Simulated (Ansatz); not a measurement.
The parent structure is HfO₂ in the fluorite structure (space group Fm-3m, No. 225).

```
HfO2
1.0
    0.00000     2.50052     2.50052
    2.50052     0.00000     2.50052
    2.50052     2.50052     0.00000
Hf O
1 2
Cartesian
  0.00000   0.00000   0.00000
  1.25026   1.25026   1.25026
  3.75078   3.75078   3.75078
```

The values are results of LDA (Ansatz, a first-principles code, PAW, without spin-orbit coupling), not measurements.

It is then changed as follows: the cell is scaled by 1.0200 in all directions; the atoms relax in the strained cell.

Problem. Predict the new mean gap deformation potential ΔEg/Δln V.

Solution. The mean gap deformation potential ΔEg/Δln V amounts to -2.3 eV.

Problem. What happens to the energy relative to the base?

Solution. The energy rises by 31 meV/atom.

Spin-orbit coupling, missing from the scalar runs, can matter with Hf. No phonon test of stability was made. This is not the structure that HfO2 has at room temperature and ambient pressure.
